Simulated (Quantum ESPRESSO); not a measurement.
Quantum ESPRESSO 7.5, DFT, PBE, plane waves, SSSP 1.1.2 efficiency PBE: rock-salt NiO (type II order), antiferromagnetic, atoms displaced, 4 atoms, spin-polarised from an antiferromagnetic start (nspin = 2, starting_magnetization ±0.2 on Ni). Basis and mesh were picked for this test and aren't claimed converged.

```json
{
  "cell": "5.12, 5.12, 5.12 Å; 33.6, 33.6, 33.6°",
  "distance_to_the_nearest_atom": "1.80 to 1.96 Å",
  "task": "scf",
  "k mesh": "5×5×5",
  "ecutwfc": "45 Ry",
  "ecutrho": "360 Ry",
  "occupations": "smearing",
  "smearing": "gaussian",
  "degauss": "0.005 Ry",
  "conv_thr": "4e-09 Ry",
  "tprnfor": "true",
  "tstress": "false",
  "k-point pools (-nk)": "8",
  "diagonalization": "david (default)",
  "k-points computed (for each spin)": "63",
  "bands": "29",
  "electrons": "48",
  "G-vectors of the density": "28405",
  "FFT grid": "60×60×60"
}
```

One run each.

All on 8 ranks. Base settings, kept where nothing else is said: mixing_mode = plain (default), mixing_beta = 0.7 (default), mixing_ndim = 8 (default). The settings tried:
- mixing_mode = TF, mixing_beta = 1
- mixing_mode = local-TF, mixing_beta = 0.4
- mixing_ndim = 4
- mixing_ndim = 16
- mixing_mode = TF, mixing_beta = 0.2
- mixing_mode = local-TF
- mixing_beta = 0.1
- mixing_mode = TF
- mixing_beta = 1
- mixing_beta = 0.4
- mixing_mode = local-TF, mixing_beta = 0.1
- mixing_ndim = 2
- mixing_mode = TF, mixing_beta = 0.4
- the base settings
- mixing_beta = 0.2
- mixing_mode = TF, mixing_beta = 0.1
- mixing_mode = local-TF, mixing_beta = 0.2

Q: Name the extremes by SCF iterations: fewest, most, and any that don't converge.

A: Fewest SCF iterations, with those close behind: mixing_mode = local-TF, mixing_beta = 0.4 (13); mixing_mode = local-TF (13); mixing_mode = TF, mixing_beta = 0.4 (15); mixing_mode = TF (16). Most among those that reach the base run's result: mixing_mode = TF, mixing_beta = 0.1 (25); mixing_mode = local-TF, mixing_beta = 0.1 (24); mixing_beta = 0.1 (24); mixing_ndim = 4 (23). No convergence: mixing_ndim = 2 (not converged after the 100 iterations allowed). Converged, but to another result than the base run: mixing_beta = 1 (off by energy 100 meV/atom, forces (largest component) 530 meV/Å, absolute magnetization 0.67 μB/atom; the energy is the higher one).

| setting | SCF iterations | end |
|---|---|---|
| mixing_mode = local-TF, mixing_beta = 0.4 | 13 | converged |
| mixing_mode = local-TF | 13 | converged |
| mixing_mode = TF, mixing_beta = 0.4 | 15 | converged |
| mixing_mode = TF | 16 | converged |
| the base settings | 17 | converged |
| mixing_beta = 0.2 | 17 | converged |
| mixing_mode = TF, mixing_beta = 1 | 17 | converged |
| mixing_mode = TF, mixing_beta = 0.2 | 19 | converged |
| mixing_mode = local-TF, mixing_beta = 0.2 | 19 | converged |
| mixing_ndim = 16 | 19 | converged |
| mixing_beta = 0.4 | 20 | converged |
| mixing_ndim = 4 | 23 | converged |
| mixing_beta = 0.1 | 24 | converged |
| mixing_mode = local-TF, mixing_beta = 0.1 | 24 | converged |
| mixing_mode = TF, mixing_beta = 0.1 | 25 | converged |
| mixing_beta = 1 | 41 | other result |
| mixing_ndim = 2 | 100 | not converged |
